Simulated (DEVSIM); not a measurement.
System: Schottky contact on n-type Ge, at 250 K.

```tsv
layer (left to right)	material	thickness (μm)	Nd (cm⁻³)	τn (s)	τp (s)
1	Ge	0.570	1.3e17	6e-7	6e-7
```

Left contact: Schottky, work function 4.42 eV, emission velocity 2.3e6 cm/s. Right contact: ohmic. Voltage is applied to the left contact. Recombination: SRH at mid-gap, radiative. Mobility is constant in doping.

Constants are typed, rounded textbook-type inputs, not results; the design itself was drawn at random and stands for no fabricated device. Values at 300 K; Nc and Nv go as T^1.5, mobilities as T to minus their exponent, the gap by Varshni's rule with the affinity fixed.

```
parameter               Ge
----------------  --------
gap (eV)             0.664
affinity (eV)            4
permittivity            16
Nc (cm⁻³)          1.04e19
Nv (cm⁻³)             6e18
μn (cm²/Vs)           3900
μp (cm²/Vs)           1900
T exponent of μn      1.66
T exponent of μp      2.33
B (cm³/s)          6.4e-14
Varshni α (eV/K)  0.000477
Varshni β (K)          235
```

Simulated with DEVSIM: 1D drift-diffusion, Boltzmann statistics, complete ionisation; no tunnelling, impact ionisation, image-force lowering or self-heating. Metal contacts follow the ideal Schottky-Mott rule: no Fermi-level pinning, no interface dipoles.

Problem. Give the dark forward current.

Solution. 
(V (V), J (A/cm²)): (0.05, 0.091); (0.10, 1.0); (0.15, 10); (0.20, 110); (0.25, 1100); (0.30, 8800)
